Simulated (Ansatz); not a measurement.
# A computed series for Pt: response to strain

Take Pt in the fcc (Cu type) structure (space group Fm-3m, No. 225; a = 3.940 Å) as the base. Axes: x, y, z lie along the cube axes.

Strains are applied to the cell and any free atomic positions relax; under biaxial strain the out-of-plane vector relaxes too.

Method: Ansatz (a first-principles code), r2SCAN, PAW, cutoff 500 eV, scalar-relativistic without spin-orbit coupling.

Candidates:
(a) isotropic strain −0.53 %
(b) strain tensor (xx, yy, zz, yz, xz, xy) = (+2.25, −0.84, +1.92, +1.08, +0.16, +0.94) %
(c) biaxial strain +4.86 %, plane normal [111], relaxed out of plane
(d) uniaxial strain ε_yy = +5.45 %
(e) uniaxial strain ε_xx = +1.04 %

Notes on the quantities. energy relative to the base: free energy F.

Q: Order them by energy relative to the base, highest first.

A: (c) biaxial strain +4.86 %, plane normal [111], relaxed out of plane (+55 meV/atom), (d) uniaxial strain ε_yy = +5.45 % (+42 meV/atom), (b) strain tensor (xx, yy, zz, yz, xz, xy) = (+2.25, −0.84, +1.92, +1.08, +0.16, +0.94) % (+18 meV/atom), (a) isotropic strain −0.53 % (+3.4 meV/atom), (e) uniaxial strain ε_xx = +1.04 % (+1.7 meV/atom)

Without a gap, meshes like the base's 20×20×20 leave anisotropic stresses uncertain by several tenths of a GPa, and small strain energies with them. Stability against distortions was not tested. The final runs are not spin-polarised. Pt lies near a magnetic instability that expansion can trigger; it was not tested.
